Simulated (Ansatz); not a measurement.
**Thickness series in MgO**

Take MgO in the rock salt structure (space group Fm-3m, No. 225; a = 4.214 Å) as the base. Axes: x, y, z lie along the cube axes.

Free-standing slabs (2 atom(s) a layer) normal to the z axis with 15 Å of vacuum; in-plane cell held at bulk.

Method: Ansatz (an electronic-structure program), PBEsol, PAW, cutoff 420 eV, spin-orbit coupling left out.

Notes on the quantities. layer's space group: with vacuum; excess energy per area of both faces: slab less bulk energy over the cell's area: twice a surface energy.

| change | gap character | thickness between the outermost nuclei | layer's space group | excess energy per area of both faces |
|---|---|---|---|---|
| 1 layer | indirect, M → Γ | – | P4/mmm (No. 123) | – |
| 2 layers | direct at Γ | 2.17 Å | P4/nmm (No. 129) | 2.02 J/m² |
| 3 layers | direct at Γ | 4.26 Å | P4/mmm (No. 123) | 2.03 J/m² |
| 4 layers | direct at Γ | 6.37 Å | P4/nmm (No. 129) | 2.03 J/m² |
| 5 layers | direct at Γ | 8.48 Å | P4/mmm (No. 123) | 2.03 J/m² |
| 6 layers | direct at Γ | 10.58 Å | P4/nmm (No. 129) | 2.03 J/m² |
| 7 layers | direct at Γ | 12.69 Å | P4/mmm (No. 123) | 2.03 J/m² |

Slab and bulk use different k-meshes, which limits the precision of the excess energy. Stability against distortions was not tested. Labels are those of the standard path for the cell's own space group.
